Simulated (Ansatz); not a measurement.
## PbTe: energy against strain

PbTe (rock salt, Fm-3m, 34.874 Å³/atom at rest) under an equal strain ε in the (111) plane with the normal axis free, as in a coherent film. r2SCAN in Ansatz, a plane-wave DFT program (PAW, default set), 500 eV, 9×9×9 Γ-centred mesh, Fermi-Dirac smearing 0.05 eV; ions are relaxed within the symmetry of each cell.

Here s stands for strain and y for E less E0.

```csv
strain (%),E less E0 (meV/atom)
-1.25,2.18
-0.83,0.95
-0.42,0.25
0.00,0.00
0.42,0.23
0.83,0.91
1.25,2.06
2.50,?
```

Q: Fit y against s with a parabola, and predict the withheld value at s = 2.50.

A: Least squares gives y = -0.001 - 0.0395·s + 1.3565·s². Residuals (row less fit): 0.012, -0.016, -0.005, 0.001, 0.008, 0.009, -0.009; standard error 0.013 (degrees of freedom: 4). Twice the quadratic coefficient over the volume, 2 × 1.3565 meV × 10⁴ × 0.1602 / 34.874 Å³, is twice the biaxial elastic modulus of this plane = 125 ± 0.8 GPa. At the withheld row, y = -0.001 - 0.0395 × 2.50 + 1.3565 × 2.50² = 8.378 meV/atom. The calculation gives 8.07 meV/atom, 0.308 meV/atom below the prediction (3.8 % of the range of y in the table). The row lies outside the fitted rows, so this is an extrapolation. From the scatter of the fitted rows alone, a prediction at this place has a standard error of 0.050 meV/atom, so the miss is 6.2 times that.

One order more, fitted to all 13 runs of the series, follows each within 0.01, so the miss is the next term of a smooth law. Rows are the converged runs of the series near zero and its far end; series whose fitted rows scatter by over a few per cent of the range, as at a crossing or softening among them, aren't shown in this form. Most that stay on the fit to the last digits aren't either.
